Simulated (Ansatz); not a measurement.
# Ir in the simple cubic structure (space group Pm-3m, No. 221; a hypothetical phase, not in the database extracts checked)

Space group Pm-3m (No. 221); a = 2.5703 Å, b = 2.5703 Å, c = 2.5703 Å, α = 90.00°, β = 90.00°, γ = 90.00°

```
atom  site  symmetry       x       y       z
----  ----  --------  ------  ------  ------
Ir      1a      m-3m  0.0000  0.0000  0.0000
```

Computed with PBE (Ansatz, a first-principles code, PAW, scalar-relativistic without spin-orbit coupling). Settings: 18×18×18 k-points, 0.05 eV Fermi–Dirac smearing.

The volume per atom is 16.98 Å³ and the density is 18.80 g/cm³. The band gap comes out as zero and the total energy is -11934.308 eV/atom (σ→0; compares only within this code and set-up).

Stability against distortions was not tested. The final runs are not spin-polarised. Ir has a high density of states at the Fermi level and may be magnetic at this level.
